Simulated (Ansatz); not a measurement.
The starting structures come from a database of crystals and need not be the phases stable at ambient conditions.

The decay constant κ of evanescent states in the gap governs leakage through a thin film.

Given:

```yaml
crystal:
  lattice:
    - [5.09755, 0.02853, 0.00000]
    - [-1.23213, 6.66053, 0.00000]
    - [-0.61607, 3.33026, 3.80994]
  atoms:
    - { symbol: Tl, position: [0.00000, 0.00000, 0.00000] }
    - { symbol: As, position: [0.50000, 0.50000, 0.00000] }
    - { symbol: F, position: [0.21604, 0.30573, 0.27206] }
    - { symbol: F, position: [0.78396, 0.69427, 0.72794] }
    - { symbol: F, position: [0.30573, 0.57780, 0.63825] }
    - { symbol: F, position: [0.69427, 0.42220, 0.36175] }
    - { symbol: F, position: [0.57780, 0.21604, 0.08969] }
    - { symbol: F, position: [0.42220, 0.78396, 0.91031] }
```

The cell was relaxed by PBE-D3(BJ); by r2SCAN it stands under a pressure of -3.9 GPa.

Transport runs along the normal of the first two printed cell vectors, the (110) plane of the conventional cell.

The gap is the functional's own, uncorrected, and κ follows it; spin-orbit coupling is left out. Mid-gap means the computed energy nearest the middle.

Task: State the band gap and the smallest decay constant κ at mid-gap according to r2SCAN (Ansatz, a quantum-chemistry and plane-wave program).

Result: Gap 5.27 eV on a 8×8×8 mesh; κ = 0.489 1/Å, at (0.000, 0.500) of the in-plane reciprocal vectors. At the zone centre the slowest state has κ = 0.52 1/Å.
